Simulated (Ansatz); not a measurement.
ScAl3: biaxial strain +2.84 %, plane normal [001], relaxed out of plane

The reference is ScAl$_{3}$ in the Cu3Au type structure (space group Pm-3m, No. 221; a = 4.072 Å). Axes: x, y, z lie along the cube axes.

Modification: biaxial strain +2.84 %, plane normal [001], relaxed out of plane (Cartesian); in-plane vectors clamped, the third vector and the atoms free.

Level of theory: plane-wave PAW DFT at the PBEsol level (Ansatz, a first-principles code, 420 eV), no SOC. Γ-centred 12×12×12 mesh, Fermi–Dirac width 0.05 eV.

| quantity | base | changed | shift |
|---|---|---|---|
| volume per atom | 16.88 Å³ | 17.62 Å³ | +0.74 Å³ |
| space group | Pm-3m (No. 221) | P4/mmm (No. 123) | – |
| shortest interatomic distance | 2.879 Å | 2.902 Å | +0.023 Å |
| energy relative to the base (free energy F) | 0 meV/atom | +17 meV/atom | +17 meV/atom |
| band gap | zero | zero | – |
| out-of-plane strain (rough) | – | -1.29 % | – |
| mean in-plane stress (compression positive) (rough) | – | -5.3 GPa | – |

Final structure (turned so that z lies along the plane normal):

```xyz
4
Lattice="4.1874 0.0000 0.0000 0.0000 4.1874 0.0000 0.0000 0.0000 4.0194" Properties=species:S:1:pos:R:3 pbc="T T T"
Al     0.0000     2.0937     2.0097
Al     2.0937     2.0937     0.0000
Al     2.0937     0.0000     2.0097
Sc     0.0000     0.0000     0.0000
```

Without a gap, meshes like the base's 12×12×12 leave anisotropic stresses uncertain by several tenths of a GPa, and small strain energies with them. No phonon test of stability was made. All final runs are without spin polarisation.
